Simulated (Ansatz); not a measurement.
Consider the following.

```
Ge
1.0
    0.00000     2.81206     2.81206
    2.81206     0.00000     2.81206
    2.81206     2.81206     0.00000
Ge
2
Cartesian
  0.00000   0.00000   0.00000
  1.40603   1.40603   1.40603
```

The numbers are results of r2SCAN, finite-displacement electron-phonon coupling, linearised Boltzmann equation (plane waves, PAW, scalar-relativistic; Ansatz, a first-principles code), not measurements. Condition of this run: hydrostatic pressure 2 GPa (the target of the relaxation). Cell: relaxed with this functional, without spin-orbit coupling, then loaded as said.

### Question
What phonon-limited electron drift mobility does this give at 300 K?

### Answer
4200 cm²/(V·s).

Scattering by harmonic phonons alone: no impurities, screening or carrier-carrier scattering, bands fixed at 0 K. From a coarser fine mesh the values given move by up to 7 %. The mesh was bound by memory.
